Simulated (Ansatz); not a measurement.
GaAs under load (space group I-4m2), r2SCAN with spin-orbit coupling, rigid bands run with Ansatz (a program for electronic structure). Condition of this run: biaxial stress in (001) of 2.4 GPa (compression positive) (the target of the relaxation). Band gap 0.98 eV, N_c = 4.10e17 cm⁻³ and N_v = 3.26e18 cm⁻³ at 300 K, conductivity masses along z (a = (0.00, 2.77, 2.88) Å; b = (2.77, 0.00, 2.88) Å; c = (2.77, 2.77, 0.00) Å) of 0.0706 mₑ (electrons) and 0.444 mₑ (holes). Take k_BT = 0.02585 eV.

**Question.** A film of it is 5 nm thick, with its normal along the direction named. Estimate the confinement energies in an infinite well.

**Answer.** ħ²π²/(2m t²) = 0.376 eV·nm²/(m/mₑ × t²) gives 213 meV for electrons and 33.9 meV for holes, so the gap would widen to about 1.23 eV. Finite barriers and nonparabolic bands lower this, and with several valleys or bands the heaviest mass along the normal sets the lowest level, not this average.

**Question.** What built-in voltage has an abrupt junction with N_A = 1e16 and N_D = 1e17 cm⁻³, all dopants ionised?

**Answer.** V_bi = E_g/e − (k_BT/e) ln(N_c N_v/(N_A N_D)) = 0.98 − 0.02585 × 7.20 = 0.79 V, for the computed gap.

**Question.** Find the intrinsic carrier density and the intrinsic Fermi level.

**Answer.** n_i = √(N_c N_v) exp(−E_g/2k_BT) = 1.16e18 × exp(−18.95) = 6.8e9 cm⁻³. The level lies (k_BT/2) ln(N_v/N_c) = 27 meV from mid-gap (positive towards the conduction band). Each 0.1 eV added to the gap lowers n_i by a factor of 6.9.

Rigid bands with the computed gap; masses take one relaxation time for all states. Geometry: cell and atoms relaxed with PBEsol.
